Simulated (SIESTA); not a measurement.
**Input and output of a self-consistent single point for BaIn3Pt (I4mm, 5 atoms in the cell) (SIESTA)**

Computed with LDA PW92, numerical atomic orbitals DZP, PseudoDojo LDA standard norm-conserving potentials (rewritten from UPF to PSML) run with SIESTA 5.4.2.

The input file:

```
# files in the folder: Ba.psml In.psml Pt.psml (PseudoDojo LDA standard)
SystemName  BaIn3Pt
SystemLabel BaIn3Pt

NumberOfAtoms                5
NumberOfSpecies              3
%block ChemicalSpeciesLabel
  1 56 Ba
  2 49 In
  3 78 Pt
%endblock ChemicalSpeciesLabel
LatticeConstant              1.0 Bohr
%block LatticeVectors
    -4.609346264    4.609346264   11.200933974
     4.609346264   -4.609346264   11.200933974
     4.609346264    4.609346264  -11.200933974
%endblock LatticeVectors
AtomicCoordinatesFormat      Fractional
%block AtomicCoordinatesAndAtomicSpecies
     0.997380000    0.997380000    0.000000000  1
     0.738080000    0.238080000    0.500000000  2
     0.238080000    0.738080000    0.500000000  2
     0.398900000    0.398900000    0.000000000  2
     0.627570000    0.627570000    0.000000000  3
%endblock AtomicCoordinatesAndAtomicSpecies

XC.functional                LDA
XC.authors                   PW92
PAO.BasisSize                DZP
PAO.EnergyShift              0.01 Ry
MeshCutoff                   350 Ry
%block kgrid.MonkhorstPack
    5   0   0  0.0
    0   5   0  0.0
    0   0   5  0.0
%endblock kgrid.MonkhorstPack
OccupationFunction           MP
OccupationMPOrder            0
ElectronicTemperature        0.05 eV

MaxSCFIterations             150
SCF.Mixer.Method             Pulay
SCF.Mixer.Weight             0.2
SCF.Mixer.History            6
SCF.DM.Tolerance             1.0E-05
Diag.ParallelOverK           true
WriteForces                  true
```

The program printed (abridged):

```
reinit: Reading from file input.fdf

reinit: System Name: BaIn3Pt
reinit: System Label: BaIn3Pt

coor:   Atomic-coordinates input format  =     Fractional

siesta: Atomic coordinates (Bohr) and species
siesta:      0.00000   0.00000  22.34318  1        1
siesta:      0.00000   4.60935   5.33344  2        2
siesta:      4.60935   0.00000   5.33344  2        3
siesta:      0.00000   0.00000   8.93611  2        4
siesta:      0.00000   0.00000  14.05874  3        5

siesta: System type = bulk

initatomlists: Number of atoms, orbitals, and projectors:      5    82   104

siesta: ******************** Simulation parameters ****************************
redata: Spin configuration                          = none
redata: Time-Reversal Symmetry                      = T
redata: Number of Atomic Species                    =        3
redata: Mesh Cutoff                                 =   350.0000 Ry
redata: Net charge of the system                    =     0.0000 |e|
redata: Min. number of SCF Iter                     =        0
redata: Max. number of SCF Iter                     =      150
redata: SCF convergence failure will abort job
redata: SCF mix quantity                            = Hamiltonian
redata: Mix DM or H after convergence               =   F
redata: Recompute H after scf cycle                 =   F
redata: Mix DM in first SCF step                    =   T
redata: No kicks to SCF
redata: DM Mixing Weight for Kicks                  =     0.5000
redata: Require Harris convergence for SCF          =   F
redata: Harris energy tolerance for SCF             =     0.000100 eV
redata: Require DM convergence for SCF              =   T
redata: DM tolerance for SCF                        =     0.000010
redata: Require EDM convergence for SCF             =   F
redata: EDM tolerance for SCF                       =     0.001000 eV
redata: Require H convergence for SCF               =   T
redata: Hamiltonian tolerance for SCF               =     0.001000 eV
redata: Require (free) Energy convergence for SCF   =   F
redata: (free) Energy tolerance for SCF             =     0.000100 eV
redata: Using DFT-D3 dispersion                     =   F
redata: Using Saved Data (generic)                  =   F
redata: Method of Calculation                       = Diagonalization
redata: Electronic Temperature                      =   580.2259 K
redata: Number of TDED substeps                     =        3
redata: Dynamics option                             = Single-point calculation
redata: Save all siesta data in one NC              =   F
redata: ***********************************************************************

%block SCF.Mixers
  Pulay
%endblock SCF.Mixers

%block SCF.Mixer.Pulay
  # Mixing method
  method pulay
  variant stable

  # Mixing options
  weight 0.2000
  weight.linear 0.2000
  history 6
%endblock SCF.Mixer.Pulay

DM_history_depth set to one: no extrapolation allowed by default for geometry relaxation
Size of DM history Fstack: 1
Total number of electrons:    67.000000
Total ionic charge:    67.000000

* ProcessorY, Blocksize:    1  64

* Orbital distribution balance (max,min):    82    82

 Kpoints in:           75 . Kpoints trimmed:           63

siesta: k-grid: Number of k-points = 63
siesta: k-points from Monkhorst-Pack grid
siesta: k-cutoff (effective) =    12.196 Ang
siesta: k-point supercell and displacements
siesta: k-grid:     5     0     0      0.000
siesta: k-grid:     0     5     0      0.000
siesta: k-grid:     0     0     5      0.000

diag: Algorithm                                     = D&C
diag: Parallel over k                               =   F
diag: Use parallel 2D distribution                  =   F
diag: Parallel block-size                           = 64
diag: Parallel distribution                         =     1 x     1
diag: Used triangular part                          = Lower
diag: Absolute tolerance                            =  0.100E-15
diag: Orthogonalization factor                      =  0.100E-05
diag: Memory factor                                 =  1.0000

superc: Internal auxiliary supercell:     7 x     7 x     7  =     343
superc: Number of atoms, orbitals, and projectors:   1715  28126  35672

                        Single-point calculation

superc: Internal auxiliary supercell:     7 x     7 x     7  =     343
superc: Number of atoms, orbitals, and projectors:   1715  28126  35672

outcell: Unit cell vectors (Ang):
       -2.439161    2.439161    5.927279
        2.439161   -2.439161    5.927279
        2.439161    2.439161   -5.927279

outcell: Cell vector modules (Ang)   :    6.857962    6.857962    6.857962
outcell: Cell angles (23,13,12) (deg):    138.3312    138.3312     60.3962
outcell: Cell volume (Ang**3)        :    141.0575
new_DM -- step:     1
Initializing Density Matrix...

Attempting to read DM from file... Failed...
DM filled with atomic data:

InitMesh: MESH = 64 x 64 x 50 = 204800
InitMesh: Mesh cutoff (required, used) =   350.000   367.744 Ry

stepf: Methfessel-Paxton step function
       Using Hermite-Gauss polynomials of order  0

        iscf     Eharris(eV)        E_KS(eV)     FreeEng(eV)     dDmax    Ef(eV) dHmax(eV)
   scf:    1    -9643.030734    -9700.709758    -9700.715456  1.433346 -3.109209 31.179708
   scf:    2    -9710.032408    -9722.534646    -9722.541314  0.704589 -3.913307  7.990705
   scf:    3    -9726.641572    -9725.123639    -9725.133704  0.062033 -3.843515  2.480544
   scf:    4    -9725.150856    -9725.472270    -9725.478308  0.098535 -3.792031  2.701372
   scf:    5    -9725.076144    -9725.537140    -9725.547045  0.083457 -3.865736  2.291667
   scf:    6    -9725.588381    -9725.669397    -9725.677571  0.052710 -3.817140  0.765058
   [... 4 lines left out ...]
   scf:   11    -9725.684833    -9725.684834    -9725.693820  0.000196 -3.827831  0.000669
   scf:   12    -9725.684833    -9725.684834    -9725.693820  0.000030 -3.827888  0.000312
   scf:   13    -9725.684833    -9725.684833    -9725.693820  0.000028 -3.827944  0.000163
   scf:   14    -9725.684834    -9725.684834    -9725.693820  0.000015 -3.827984  0.000037
   scf:   15    -9725.684834    -9725.684834    -9725.693820  0.000004 -3.827988  0.000023

SCF Convergence by DM+H criterion
max |DM_out - DM_in|         :     0.0000035308
max |H_out - H_in|      (eV) :     0.0000230298
SCF cycle converged after 15 iterations

Using DM_out to compute the final energy and forces

siesta: E_KS(eV) =            -9725.6848

siesta: E_KS - E_eggbox =     -9725.6848

siesta: Atomic forces (eV/Ang):
     1    0.000068    0.000068   -0.007360
     2   -0.001001    0.000111   -0.140349
     3    0.000111   -0.001001   -0.140349
     4    0.000565    0.000565    0.211460
     5    0.001305    0.001305    0.076603
   Tot    0.001048    0.001048    0.000005
   Max    0.211460
   Res    0.077477    sqrt( Sum f_i^2 / 3N )
   Max    0.211460    constrained

Stress tensor Voigt[x,y,z,yz,xz,xy] (kbar):       32.64       32.64       47.12        0.04        0.04       -0.02
(Free)E + p*V (eV/cell)    -9728.9923
Target enthalpy (eV/cell)    -9725.6938

siesta: Program's energy decomposition (eV):
siesta: Ebs     =     -1410.596305
siesta: Eions   =     12733.890924
siesta: Ena     =      1633.400998
siesta: Ekin    =      4575.212757
siesta: Enl     =      -871.947350
siesta: Eso     =         0.000000
siesta: Edftu   =         0.000000
siesta: DEna    =        98.896478
siesta: DUscf   =         2.743504
siesta: DUext   =         0.000000
siesta: Ex      =     -2224.227660
siesta: Ec      =      -205.872637
siesta: Exc     =     -2430.100297
siesta: Eharris =     -9725.684834
siesta: Etot    =     -9725.684834
siesta: FreeEng =     -9725.693820

siesta: Atomic forces (eV/Ang):
siesta:      1    0.000068    0.000068   -0.007360
siesta:      2   -0.001001    0.000111   -0.140349
siesta:      3    0.000111   -0.001001   -0.140349
siesta:      4    0.000565    0.000565    0.211460
siesta:      5    0.001305    0.001305    0.076603
siesta: ----------------------------------------
siesta:    Tot    0.001048    0.001048    0.000005

siesta: Stress tensor (static) (eV/Ang**3):
siesta:     0.020371   -0.000010    0.000024
siesta:    -0.000010    0.020371    0.000024
siesta:     0.000024    0.000024    0.029410

siesta: Cell volume =        141.057537 Ang**3

siesta: Pressure (static):
siesta:                Solid            Molecule  Units
siesta:          -0.00025468         -0.00027245  Ry/Bohr**3
siesta:          -0.02338403         -0.02501477  eV/Ang**3
siesta:         -37.46534968        -40.07807489  kBar
```

The run converged in 15 iterations.

The starting cell comes from a database of computed structures (which also holds hypothetical and non-ambient phases and stackings), without a prior relaxation at this level. Its lattice was rescaled by a random factor within 2.5 % of one. Spin polarisation is off. Values carry the incompleteness of an atom-centred basis. With a pressure of about -4 GPa the cell is away from its equilibrium volume at this level.

Cost on one core of a shared machine: roughly 40 s.
